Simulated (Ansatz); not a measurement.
## Migration barriers: Ir vacancy in fcc Ir, neutral cell

Defect migration in fcc Ir: Ir vacancy, neutral cell. Method: PBE, PAW (plane waves to 420 eV; Ansatz, a quantum-chemistry and plane-wave program).

32-site cell at the relaxed PBE lattice, a 3×3×3 k-point mesh shifted by half a step, smearing 0.10 eV, spin-restricted, no finite-size correction. Static, classical nuclei. Spin-orbit coupling is left out. Forms of the defect that were not tried may lie lower.

Barriers: single points on a 5×5×5 k-point mesh shifted by half a step at the bands' geometries.

```csv
Route,Start site over the lowest site run (eV),Hop (Å),Forward barrier (eV),Backward barrier (eV),Neighbours at the start,Neighbours at the saddle,Saddle order,"Forward, on the band's own sampling (eV)"
a nearby Ir atom hops onto the vacant site,0.00,2.71,2.69,2.69,"4 Ir at 2.72, 2 Ir at 2.74, 5 Ir at 2.75 Å","4 Ir at 2.51, 4 Ir at 3.01 Å","not checked, on a symmetry element",2.67
```

Paths come from nudged elastic bands with a climbing image.  A band can be held on a symmetry element, so unchecked saddle points there may be too high.

The whole set of runs took roughly 1.4 core-hours.
